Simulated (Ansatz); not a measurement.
How the bulk modulus of IrGa (model structure, started from the CuAu type, Pm-3m, No. 221, 2 atoms in the cell) moves with the method

No measured value is used here.

```
level (code)     value (GPa)  cell (Å³/atom)
---------------  -----------  --------------
LDA (Ansatz)             259           13.47
PBEsol (Ansatz)          244           13.77
r²SCAN (Ansatz)          245           13.86
```

Density-functional levels without +SOC have no spin–orbit coupling. LDA, PBEsol, r²SCAN: the run has no spin polarisation, so it can have missed a magnetic state. LDA, PBEsol, r²SCAN: the bulk modulus is −V dP/dV from two relaxed cells at ±2 % in volume. Each level is taken at its own relaxed cell. Cutoffs differ between the levels. Ansatz's density-functional and Hartree–Fock values are scalar-relativistic unless marked +SOC, with PAW data made under PBE.

A model structure was made by putting elements into a prototype or built by hand; it is no filed structure, need not be a known phase, and can be a saddle point held by its symmetry.

Ansatz is a first-principles code.
